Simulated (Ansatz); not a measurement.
# Hf2N in the anti-rutile structure (space group P4_2/mnm, No. 136; a cell from a computed database, its experimental status unchecked)

```cif
data_Hf4N2
_chemical_formula_sum 'Hf4 N2'
_space_group_name_H-M_alt 'P 1'
_space_group_IT_number 1
_cell_length_a 5.29549
_cell_length_b 5.29549
_cell_length_c 3.22724
_cell_angle_alpha 90.000
_cell_angle_beta 90.000
_cell_angle_gamma 90.000
loop_
_space_group_symop_operation_xyz
  'x, y, z'
loop_
_atom_site_label
_atom_site_type_symbol
_atom_site_fract_x
_atom_site_fract_y
_atom_site_fract_z
_atom_site_occupancy
Hf1 Hf 0.29540 0.29540 0.00000 1
Hf2 Hf 0.70460 0.70460 0.00000 1
Hf3 Hf 0.20460 0.79540 0.50000 1
Hf4 Hf 0.79540 0.20460 0.50000 1
N1 N 0.00000 0.00000 0.00000 1
N2 N 0.50000 0.50000 0.50000 1
```

Method: Ansatz (an electronic-structure program), PBEsol, PAW, cutoff 420 eV, without spin-orbit coupling. Settings: 9×9×14 k-points, 0.05 eV Fermi–Dirac smearing.

The volume per atom comes out as 15.08 Å³, the density is 13.61 g/cm³ and the band gap comes out as zero. The total energy is -10526.182 eV/atom (σ→0; compares only within this code and set-up).

No phonon test of stability was made. The final runs are not spin-polarised.
